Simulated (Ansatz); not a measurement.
Consider MgO in the rock salt structure (space group Fm-3m, No. 225; a = 4.2044 Å). Axes: x, y, z lie along the cube axes.

Calculations: Ansatz (an electronic-structure program) r2SCAN, no spin-orbit coupling.

Base values:

- Valence-band top at Γ = 0.00, 0.00, 0.00 eV
- Band gap = 5.68 eV
- Electron mass = 0.36 mₑ (at Γ)

Perturbation: uniaxial strain ε_zz = −3.00 %, all other strain components held at zero, atoms relaxed at fixed cell.

### Question
What happens to the energy relative to the base?

### Answer
The energy increases by 9.2 meV/atom.

### Question
Estimate the effect on the valence-band top at Γ.

### Answer
The valence-band top at Γ (three highest levels, from the VBM) becomes 0.00, 0.00, -0.07 eV (base: 0.00, 0.00, 0.00 eV).

### Question
What happens to the band gap?

### Answer
The band gap goes up by 0.29 eV, from 5.68 eV to 5.97 eV.

### Question
How does this affect the electron mass?

### Answer
The electron mass goes from 0.36 mₑ (at Γ) to 0.39 mₑ along z, 0.36 mₑ across (at Γ).

Effective masses come from finite differences of ±0.01 Å⁻¹. Stability against distortions was not tested.
